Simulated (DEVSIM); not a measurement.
System: Co/SiON/n-GaAs capacitor, at 300 K.

```csv
layer (left to right),material,thickness (nm),Nd (cm⁻³)
1,SiON,6.70,-
2,GaAs,7400,7.5e15
```

Metal gate on the left, work function 5 eV. Fixed charge at the semiconductor interface 2.8e11 cm⁻² (in units of +e); no interface traps.

Constants are typed, rounded textbook-type inputs, not results; the design itself was drawn at random and stands for no fabricated device. Values at 300 K.

| parameter | SiON | GaAs |
|---|---|---|
| gap (eV) | 7 | 1.424 |
| affinity (eV) | 1.4 | 4.07 |
| permittivity | 5.5 | 12.9 |
| Nc (cm⁻³) | - | 4.7e17 |
| Nv (cm⁻³) | - | 9e18 |

Model (solved in DEVSIM): 1D Poisson equation in equilibrium, Boltzmann statistics, complete ionisation; no quantum confinement or tunnelling. Metal contacts follow the ideal Schottky-Mott rule: no Fermi-level pinning, no interface dipoles.

The interface trap density was swept, all else fixed.

| interface trap density (cm^-2 eV^-1) | threshold voltage (band bending 2φF) (V) | flat-band voltage (V) | minimum of the low-frequency capacitance (μF/cm²) |
|---|---|---|---|
| 0 | -0.45 | 0.76 | 0.0258 |
| 1e10 | -0.45 | 0.76 | ___ |
| 1e11 | -0.47 | 0.77 | 0.0406 |
| 3e11 | -0.50 | 0.78 | 0.0678 |
| 1e12 | -0.63 | 0.83 | 0.149 |
| 2e12 | -0.81 | 0.90 | 0.235 |

Problem. Fill in the missing entries.

Solution. 
- 1e10, minimum of the low-frequency capacitance (μF/cm²): 0.0273
